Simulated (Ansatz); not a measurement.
Consider ZnSe in the zinc blende structure (space group F-43m, No. 216; a = 5.666 Å). Axes: x, y, z lie along the cube axes.

Method: DFT with r2SCAN, PAW potentials and a 500 eV plane-wave cutoff in Ansatz (a first-principles code), no SOC.

Strains are applied to the cell and any free atomic positions relax; under biaxial strain the out-of-plane vector relaxes too.

One change was made to it. Results:

```csv
quantity,base,after
energy relative to the base (free energy F),0 meV/atom,+4.4 meV/atom
"valence-band top at Γ (three highest levels, from the VBM)","0.00, 0.00, 0.00 eV","0.00, -0.15, -0.15 eV"
band gap,1.87 eV,1.70 eV
"pressure (mean of the normal stresses, compression positive)",-0.01 GPa,-1.01 GPa
```

Q: Name the change that was made.
(A) biaxial strain +1.50 %, plane normal [001], relaxed out of plane
(B) biaxial strain +2.00 %, plane normal [001], relaxed out of plane
(C) biaxial strain +2.50 %, plane normal [001], relaxed out of plane

A: B, biaxial strain +2.00 %, plane normal [001], relaxed out of plane. For comparison, the band gap in the other runs: biaxial strain +1.50 %, plane normal [001], relaxed out of plane gives 1.74 eV; biaxial strain +2.50 %, plane normal [001], relaxed out of plane gives 1.66 eV.

No phonon test of stability was made.
